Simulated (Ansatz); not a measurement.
An Ansatz (a quantum-chemistry and plane-wave program) run: Na2CO3; r2SCAN in Ansatz (plane waves to 500 eV, PAW, no SOC).

Input:

Ansatz 0.2 input:
```yaml
crystal:
  lattice:
    - [5.2159116058, 0, 0]
    - [-2.6079558029, 4.5171119545, 0]
    - [0, 0, 6.1315180476]
  atoms:
    - { symbol: Na, position: [0.3333333333, 0.6666666667, 0.25] }
    - { symbol: Na, position: [0.6666666667, 0.3333333333, 0.75] }
    - { symbol: Na, position: [0, 0, 0.5] }
    - { symbol: Na, position: [0, 0, 0] }
    - { symbol: C, position: [0.6666666667, 0.3333333333, 0.25] }
    - { symbol: C, position: [0.3333333333, 0.6666666667, 0.75] }
    - { symbol: O, position: [0.8090224625, 0.618044925, 0.25] }
    - { symbol: O, position: [0.1909775375, 0.381955075, 0.75] }
    - { symbol: O, position: [0.1909775375, 0.8090224625, 0.75] }
    - { symbol: O, position: [0.8090224625, 0.1909775375, 0.25] }
    - { symbol: O, position: [0.381955075, 0.1909775375, 0.25] }
    - { symbol: O, position: [0.618044925, 0.8090224625, 0.75] }
basis: { ecutwfc: 500, ecutrho_ratio: 4, xc_grid: 4, fft_grid_basis: typed }
kpoints: { mp_grid: { grid: [6, 6, 5] } }
hamiltonian:
  xc: r2scan
  dispersion: none
  pseudopotentials: { kind: paw }
scf: { occupations: { method: fermi_dirac, width: 0.05 }, convergence: { dr2_threshold: 0.0000000012 } }
output: { forces: true, stress: true }
```

Output (explanatory and most iteration lines left out):

```
Pseudopotential: Na, paw, valence charge 9
Pseudopotential: C, paw, valence charge 4
Pseudopotential: O, paw, valence charge 6
Crystal: 12 atoms, lattice volume = 144.464 Å³
Basis set: ecut = 500 eV, 3683 PW (Γ), exchange–correlation on 160×160×180 points (64 copies of the dense FFT grid, shifted against one another)
Bands: 52, of which v1, the nominal top of the filled ones, is band 40 counted from 1 (39 counted from 0)
Symmetry: 24 space group operations
Space group: P63/mmc (ITA 194), of the structure as read, at distance tolerance 5.2e-5 Å
k-points: 21 of 180
Functional: x = r2scan, c = r2scan; τ floored in thin density (d = 2e-4 eV/Å³)
SCF iter   1: F=—  HF=-9875.729248 eV  |F-HF|=—  |Δ(HF+E_count)|=         —  Δρ=1.03e-2  dr2=1.09e-1  dr2_τ=1.01e0  ethr=1.77e-3  ⟨swp⟩=6.2  Hψ=4246  notcnv=0  defer=15
SCF iter   2: F=—  HF=-9875.898822 eV  |F-HF|=—  |Δ(HF+E_count)|=   1.70e-1  Δρ=4.29e-3  dr2=9.34e-3  dr2_τ=4.10e-3  ethr=1.36e-4  ⟨swp⟩=2.0  Hψ=2119  notcnv=0  defer=147
SCF 1 converged in 8 iterations: F = -9875.897724 eV  dr2 = 5.70e-10
SCF converged after 8 iterations
Free energy (F): -9875.897724 eV
Internal energy: -9875.897724 eV  (E = F + TS)
E sigma→0 (E₀):  -9875.897724 eV
Fermi energy:    5.359565 eV
--- Forces (eV/Å), atoms counted from 1 ---
  atom   1  Na     0.00000000    -0.00000000     0.00000000
  atom   2  Na     0.00000000     0.00000000     0.00000000
  atom   3  Na    -0.00000000     0.00000000     0.00000000
  atom   4  Na    -0.00000000    -0.00000000     0.00000000
  atom   5  C     -0.00000000    -0.00000000     0.00000000
  atom   6  C      0.00000000     0.00000000     0.00000000
  atom   7  O      0.00000000    -0.00022487     0.00000000
  atom   8  O      0.00000000     0.00022487     0.00000000
  atom   9  O      0.00019475    -0.00011244     0.00000000
  atom  10  O     -0.00019475     0.00011244     0.00000000
  atom  11  O      0.00019475     0.00011244     0.00000000
  atom  12  O     -0.00019475    -0.00011244     0.00000000
--- Stress (GPa, compression-positive) ---
       -0.001411       0.000000       0.000000
       -0.000000      -0.001411       0.000000
        0.000000       0.000000       0.000285
  P = ⅓ Tr σ = -0.0008 GPa (-0.008 kbar)
```

Stability against distortions was not tested. The cell is Na2CO3 (space group P6_3/mmc, No. 194; a cell from a computed database, its experimental status unchecked).
